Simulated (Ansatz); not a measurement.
AlN: energy against strain

AlN (zinc blende, F-43m, 10.430 Å³/atom at rest, cube axes along x, y and z) under a strain ε along a cube axis (axis z), the other axes held. r2SCAN in Ansatz, a plane-wave DFT program (PAW, default set), 500 eV, 13×13×13 Γ-centred mesh, Fermi-Dirac smearing 0.05 eV; ions are relaxed within the symmetry of each cell.

Here s stands for strain and y for E less E0.

```
strain (%)  E less E0 (meV/atom)
----------  --------------------
-1.50                       2.27
-1.00                       1.01
-0.50                       0.25
0.00                        0.00
0.50                        0.25
1.00                        1.00
1.50                        2.24
3.00                           ?
```

Problem. Fit y against s with a parabola, and predict the withheld value at s = 3.00.

Solution. Least squares gives y = 0.000 - 0.0079·s + 1.0024·s². Residuals (row less fit): 0.003, 0.000, -0.005, 0.000, 0.003, 0.006, -0.004; standard error 0.005 (degrees of freedom: 4). Twice the quadratic coefficient over the volume, 2 × 1.0024 meV × 10⁴ × 0.1602 / 10.430 Å³, is the elastic constant C11 = 308 ± 0.6 GPa. At the withheld row, y = 0.000 - 0.0079 × 3.0 + 1.0024 × 3.0² = 8.998 meV/atom. The calculation gives 8.94 meV/atom, 0.058 meV/atom below the prediction (0.6 % of the range of y in the table). The row lies outside the fitted rows, so this is an extrapolation. The fitted rows scatter only by rounding.

One order more, fitted to all 13 runs of the series, follows each within 0.01, so the miss is the next term of a smooth law. AlN is here a metastable form; wurtzite is the usual one. Rows are the converged runs of the series near zero and its far end; series whose fitted rows scatter by over a few per cent of the range, as at a crossing or softening among them, aren't shown in this form. Most that stay on the fit to the last digits aren't either.
